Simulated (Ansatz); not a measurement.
Phonon-limited transport in W under load (space group I4/mmm)

Data:

```xyz
1
Lattice="-1.5854 1.5854 1.5714 1.5854 -1.5854 1.5714 1.5854 1.5854 -1.5714" Properties=species:S:1:pos:R:3 pbc="T T T"
W      0.0000     0.0000     0.0000
```

Computed with PBEsol, DFPT electron-phonon coupling, linearised Boltzmann equation (plane waves, PAW, scalar-relativistic; Ansatz, a program for electronic structure). Condition of this run: biaxial stress xx = yy = -3 GPa (compression positive) (the target of the relaxation). How the cell was made: relaxed with this functional, without spin-orbit coupling, then loaded as said.

```
Item                                                                                                          Result
--------------------------------------------------------------------------------------------------  ----------------
resistivity at 300 K                                                                                       5.3 μΩ·cm
resistivity times mean free path for one path shared by all states (from the Fermi surface's area)   7.9 ×10⁻¹⁶ Ω·m²
Drude plasma energy                                                                                           7.8 eV
Hall coefficient at 300 K                                                                           15.5 ×10⁻¹¹ m³/C
```

A metal at this level (no band gap). Only scattering by harmonic phonons is included (no impurities, grain boundaries, electron-electron scattering or thermal expansion). Spin-orbit coupling is left out, which matters with elements this heavy. The squared frequency of the phonon mode least converged on the k mesh is uncertain by about 19 %. The run warned that the eigensolver left some states short of its tolerance. Halving the electron mesh (36x36x36) moves the resistivity by up to 9 % at 300 K. Smearing 0.20 eV; phonons on a 6x6x6 q mesh, which this run doesn't test and which matters most at low temperature.
